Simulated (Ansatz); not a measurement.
The reference is Al2Au (space group Fm-3m, No. 225; a = 6.002 Å).

Modification: cell and atoms relaxed at a pressure of 0.3 GPa.

Levels (all Ansatz, a first-principles code, PAW): PBEsol (420 eV, no spin-orbit coupling); PBEsol+SOC (420 eV, noncollinear with spin-orbit coupling).

The geometry is relaxed with PBEsol.

| Quantity | Result |
|---|---|
| PBEsol pressure | 0.3 GPa |

Task: Predict the pressure from PBEsol+SOC.

Result: The pressure decreases by 0.8 GPa, from 0.3 GPa to -0.5 GPa.

Single points use the geometry relaxed with PBEsol. The spin-orbit shifts are approximate. Load acts through the strain it causes; cell and atoms are relaxed under it. No phonon test of stability was made.
